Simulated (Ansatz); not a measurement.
BP under a change: isotropic strain +2.00 %

Base system: BP in the zinc blende structure (space group F-43m, No. 216; a = 4.5366 Å).

One thing is altered: an isotropic linear strain of +2.00 %; the atoms relax in the strained cell.

The values are results of r2SCAN in Ansatz (plane waves to 500 eV, PAW, no SOC), not measurements. Γ-centred 12×12×12 mesh, Fermi–Dirac width 0.05 eV.

| quantity | base | changed | shift |
|---|---|---|---|
| volume per atom | 11.67 Å³ | 12.38 Å³ | +0.71 Å³ |
| space group | F-43m (No. 216) | F-43m (No. 216) | – |
| shortest interatomic distance | 3.712 bohr | 3.786 bohr | +0.074 bohr |
| energy relative to the base (free energy F) | 0 meV/atom | +21 meV/atom | +21 meV/atom |
| pressure | 0.00 GPa | -9.00 GPa | -8.994 GPa |
| band gap | 1.41 eV | 1.49 eV | +0.08 eV |
| gap character | indirect, Γ → Γ–X (83 % along) | indirect, Γ → Γ–X (83 % along) | – |
| smallest direct gap | 3.60 eV | 3.52 eV | -0.08 eV |
| mean gap deformation potential ΔEg/Δln V | – | +1.4 eV | – |
| width of the top valence band | 5.74 eV | 5.39 eV | -0.35 eV |
| electron mass | 1.3 mₑ along k, 0.22 mₑ across (off the special points) | 1.2 mₑ along k, 0.22 mₑ across (off the special points) | – |
| hole mass (degenerate bands, along [100]) | 0.24, 0.24, 0.32 mₑ (at Γ) | 0.25, 0.25, 0.29 mₑ (at Γ) | – |

Final structure:

```
CELL_PARAMETERS angstrom
      0.00000     2.31365     2.31365
      2.31365     0.00000     2.31365
      2.31365     2.31365     0.00000
ATOMIC_POSITIONS crystal
  B  0.00000 0.00000 0.00000
  P  0.25000 0.25000 0.25000
```

Effective masses come from finite differences of ±0.01 Å⁻¹. Along k means along the line from Γ to the band edge. No phonon test of stability was made.

Ansatz is a program for electronic structure.
